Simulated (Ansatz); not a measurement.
## A computed series for CdSe: pressure series

The reference is CdSe in the wurtzite structure (space group P6_3mc, No. 186; a = 4.383 Å, c = 7.155 Å).

Cell and atoms are relaxed at each pressure.

Levels (all Ansatz, a program for electronic structure, PAW, earlier PAW set): PBE (420 eV, spin-orbit coupling left out); r2SCAN (500 eV, scalar-relativistic without spin-orbit coupling); HSE06 (420 eV, scalar-relativistic without spin-orbit coupling); PBE+SOC (420 eV, noncollinear with spin-orbit coupling).

```json
[
 {"pressure (GPa)": "-2", "band gap, PBE (eV)": "0.43", "band gap, r2SCAN (eV)": "0.90", "band gap, HSE06 (eV)": "1.33", "band gap, PBE+SOC (eV)": "0.31"},
 {"pressure (GPa)": "-1", "band gap, PBE (eV)": "0.49", "band gap, r2SCAN (eV)": "0.97", "band gap, HSE06 (eV)": "1.40", "band gap, PBE+SOC (eV)": "0.37"},
 {"pressure (GPa)": "0", "band gap, PBE (eV)": "0.54", "band gap, r2SCAN (eV)": "1.02", "band gap, HSE06 (eV)": "1.46", "band gap, PBE+SOC (eV)": "0.42"},
 {"pressure (GPa)": "1.8", "band gap, PBE (eV)": "0.62", "band gap, r2SCAN (eV)": "1.11", "band gap, HSE06 (eV)": "1.56", "band gap, PBE+SOC (eV)": "0.50"},
 {"pressure (GPa)": "4.2", "band gap, PBE (eV)": "0.71", "band gap, r2SCAN (eV)": "1.20", "band gap, HSE06 (eV)": "1.66", "band gap, PBE+SOC (eV)": "0.59"},
 {"pressure (GPa)": "9", "band gap, PBE (eV)": "?", "band gap, r2SCAN (eV)": "?", "band gap, HSE06 (eV)": "?", "band gap, PBE+SOC (eV)": "?"},
 {"pressure (GPa)": "18", "band gap, PBE (eV)": "0.95", "band gap, r2SCAN (eV)": "1.47", "band gap, HSE06 (eV)": "1.94", "band gap, PBE+SOC (eV)": "0.83"}
]
```

**Question.** Fit E_g = E₀ + αP + βP² to the rows shown and predict the withheld row.

**Answer.** Least squares on the printed values gives 

- PBE: E₀ = 0.54 eV, α = 48.0 meV/GPa, β = -1.4 meV/GPa² (largest residual 0.00 eV); this predicts 0.86 eV, and the run gives 0.84 eV, 0.02 lower
- r2SCAN: E₀ = 1.02 eV, α = 51.3 meV/GPa, β = -1.5 meV/GPa² (largest residual 0.01 eV); this predicts 1.36 eV, and the run gives 1.35 eV, in agreement
- HSE06: E₀ = 1.46 eV, α = 57.0 meV/GPa, β = -1.7 meV/GPa² (largest residual 0.01 eV); this predicts 1.83 eV, and the run gives 1.82 eV, in agreement
- PBE+SOC: E₀ = 0.42 eV, α = 48.0 meV/GPa, β = -1.4 meV/GPa² (largest residual 0.00 eV); this predicts 0.74 eV, and the run gives 0.73 eV, in agreement.

Single points use the geometry relaxed with PBE. Differences between runs with and without spin-orbit coupling are approximate. Load acts through the strain it causes; cell and atoms are relaxed under it. No phonon test of stability was made. Measured, CdSe leaves this structure (for rock salt) near 2.72 GPa (temperature not stated; as listed in Datta, Sujoy, Jana, Debnarayan, arXiv (2020)), on rising pressure, with hysteresis.
